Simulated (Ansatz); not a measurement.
MgS (R-3m), Ansatz (a quantum-chemistry and plane-wave program) with PBEsol with spin-orbit coupling, rigid bands: Condition of this run: uniaxial stress along [111] of -2 GPa (compression positive) (the target of the relaxation). band gap 2.62 eV, N_c = 1.65e19 cm⁻³ and N_v = 4.45e19 cm⁻³ at 300 K, conductivity masses of 0.353 mₑ (electrons) and 1.03 mₑ (holes). Take k_BT = 0.02585 eV.

What thermal injection velocity √(2k_BT/πm) limits a ballistic channel?

9.06e6 cm/s for electrons and 5.30e6 cm/s for holes, a ratio of √(m_h/m_e) = 1.71, for dilute carriers.

Find the intrinsic carrier density and the intrinsic Fermi level.

n_i = √(N_c N_v) exp(−E_g/2k_BT) = 2.71e19 × exp(−50.67) = 2.7e-3 cm⁻³. The level lies (k_BT/2) ln(N_v/N_c) = 13 meV from mid-gap (positive towards the conduction band). Each 0.1 eV added to the gap lowers n_i by a factor of 6.9.

A film of it is 3 nm thick. Estimate the confinement energies in an infinite well.

ħ²π²/(2m t²) = 0.376 eV·nm²/(m/mₑ × t²) gives 118 meV for electrons and 40.6 meV for holes, so the gap would widen to about 2.78 eV. Finite barriers and nonparabolic bands lower this, and with several valleys or bands the heaviest mass along the normal sets the lowest level, not this average.

Rigid, parabolic bands with the computed gap; masses take one relaxation time for all states.
